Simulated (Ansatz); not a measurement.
Start from Rh in the fcc (Cu type) structure (space group Fm-3m, No. 225; a = 3.8000 Å).

Level of theory: Kohn–Sham DFT with the r2SCAN functional, run in Ansatz (an electronic-structure program) with PAW and 500 eV plane waves, no SOC.

For the base:

* **Volume per atom**: 13.72 Å³

The change: every Rh is replaced by Bi, then cell and atoms are relaxed.

Tabulated Pauling electronegativity and covalent radius: Rh 2.28, 1.42 Å; Bi 2.02, 1.48 Å.

Estimate the effect on the volume per atom.

The volume per atom goes up by 17.616 Å³, from 13.72 Å³ to 31.33 Å³.

Whether these cells are dynamically stable was not tested. As relaxed here, Bi is a hypothetical phase, not in the database extracts checked. The final runs are not spin-polarised.
